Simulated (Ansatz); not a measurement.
# How far PBE and PBEsol part for hypothetical diamond Mo, 2 layers

Start from Mo in the diamond structure (space group Fd-3m, No. 227; a = 5.6874 Å; a hypothetical phase, not in the database extracts checked). Axes: x, y, z lie along the cube axes.

(Cell as relaxed with PBE.)

Levels (all Ansatz, a program for electronic structure, PAW): PBE (420 eV, spin-orbit coupling left out); PBEsol (420 eV, scalar-relativistic without spin-orbit coupling).

Each level relaxes its own structure.

```csv
base,PBE,PBEsol
volume per atom,23.00 Å³,22.08 Å³
lattice parameter a,5.687 Å,5.611 Å
band gap,zero,zero
```

The change: a free-standing slab of 2 layers (4 atoms, 2 a layer) is cut normal to [110], with 15 Å of vacuum and the in-plane cell held at bulk.

| quantity | PBE | PBEsol |
|---|---|---|
| excess energy per area of both faces (slab less bulk energy over the cell's area: twice a surface energy) | 1.88 J/m² | [?] |
| band gap | zero | [?] |
| shortest interatomic distance | 2.382 Å | [?] |

Problem. What does PBEsol give?

Solution. 
- excess energy per area of both faces (slab less bulk energy over the cell's area: twice a surface energy), PBEsol: 2.22 J/m²
- band gap, PBEsol: zero
- shortest interatomic distance, PBEsol: 2.356 Å

PBE's excess energy per area of both faces lies 0.34 J/m² below PBEsol's; PBE's shortest interatomic distance lies 0.026 Å above PBEsol's (1.1 %); the two agree on the band gap. Neither level is exact; PBEsol is the comparison here, not a measurement.

The excess energy carries the mismatch between the slab's and the bulk's meshes. Stability against distortions was not tested. The final runs are not spin-polarised.
